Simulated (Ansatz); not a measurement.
# AlP (F-43m): band-edge transport data

Input:

```
AlP
1.0
    0.00000     2.73533     2.73533
    2.73533     0.00000     2.73533
    2.73533     2.73533     0.00000
Al P
1 1
Direct
  0.00000   0.00000   0.00000
  0.75000   0.75000   0.75000
```

These are PBEsol with spin-orbit coupling, rigid bands (plane waves, PAW; Ansatz, a first-principles code) values and carry that method's errors. How the cell was made: cell and atoms relaxed with PBEsol.

```yaml
band_gap: 1.43 eV
electron conductivity mass (300 K, dilute): 0.33 mₑ
hole conductivity mass (300 K, dilute): 0.68 mₑ
effective density of states N_c (300 K): 1.7e19 cm⁻³
effective density of states N_v (300 K): 5.5e19 cm⁻³
density_of_states_mass_electrons: 0.77 mₑ
density_of_states_mass_holes: 1.69 mₑ
Seebeck coefficient, n-type 1e19 cm⁻³, 300 K: -263 μV/K
best n-type power factor at 300 K for τ = 10 fs (best axis; densities from 1e16 to 1e21 cm⁻³ tried, whether or not they can be reached): 7.8 μW/(cm·K²) at 1e20 cm⁻³
Seebeck coefficient, p-type 1e19 cm⁻³, 300 K: 399 μV/K
best p-type power factor at 300 K for τ = 10 fs (best axis; densities from 1e16 to 1e21 cm⁻³ tried, whether or not they can be reached): 23 μW/(cm·K²) at 3e20 cm⁻³
```

Rigid bands; masses and Seebeck coefficients take one relaxation time τ for all states and one kind of carrier; polarons and phonon drag are left out.
